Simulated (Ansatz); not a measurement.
Levels about the gap of amorphous Al60O96H12 (168 atoms in a cell of 1838 Å³, 2.86 g/cm³; zone centre alone, so wide bands show as single levels with stretches between that a denser mesh fills), at the geometry that PBE relaxed, where it gives 0.0 GPa on a denser mesh. The participation number counts the atoms over which a state spreads; weights are charges in smoothed Voronoi cells. The levels come from a single point, so bond lengths are those of that geometry. Method of the levels: PBE, scalar-relativistic without spin-orbit coupling (Ansatz, an electronic-structure program). Sampling: the zone centre alone; Fermi-Dirac width 0.02 eV; no spin polarisation. At PBE the levels at the filled edge of the gap are localised (band-tail or defect states), and the nearest spread-out levels lie 4.2 eV apart at the zone centre.

It comes from a melt-quench run on a machine-learned potential (CHGNet), relaxed afterwards by DFT. O atoms were pushed apart under 1.9 Å during the dynamics, to hinder bonds among them. The hot cell started wider than the set density and was brought back towards it in steps. It is the lowest in DFT energy of 4 quenches. It is a model cell: composition and starting density were chosen by hand, and all elements were melted together. No dispersion term was used. Its density started from a set value of 2.83 and ended at 2.86 g/cm³. The quench (nominally 280 K/ps over its main leg) was far faster than any real one, so the model tends to hold more defects than a real film. Values belong to this one cell and scatter from quench to quench. Volume and shape were free in the relaxation.

```tsv
E - E(highest filled), eV	filling	participation number	largest on	weight O	weight Al	weight H
-0.63	filled	8.5	O, 2 neighbours	0.94	0.05	0.01
-0.57	filled	6.3	O, 2 neighbours	0.95	0.05	0.01
-0.50	filled	2.7	O, 2 neighbours	0.93	0.07	0.00
-0.40	filled	6.3	O, 3 neighbours	0.95	0.05	0.00
-0.25	filled	2.6	O, 2 neighbours	0.95	0.05	0.00
-0.16	filled	2.8	O, 2 neighbours	0.95	0.05	0.00
0.00	filled	2.1	O, 2 neighbours	0.95	0.05	0.00
3.15	empty	147.4	O, 3 neighbours	0.56	0.37	0.07
4.56	empty	55.5	Al, 4 neighbours	0.60	0.35	0.05
4.69	empty	70.0	Al, 4 neighbours	0.60	0.34	0.07
4.81	empty	86.6	O, 3 neighbours	0.60	0.34	0.06
4.85	empty	88.6	Al, 4 neighbours	0.61	0.34	0.05
4.93	empty	95.3	Al, 5 neighbours	0.59	0.34	0.08
5.05	empty	95.8	Al, 4 neighbours	0.61	0.35	0.04
```

Most localised among these is the filled level at +0.00 eV, on a O atom, which has 2 neighbours (Al 1.69 Å, Al 1.74 Å).
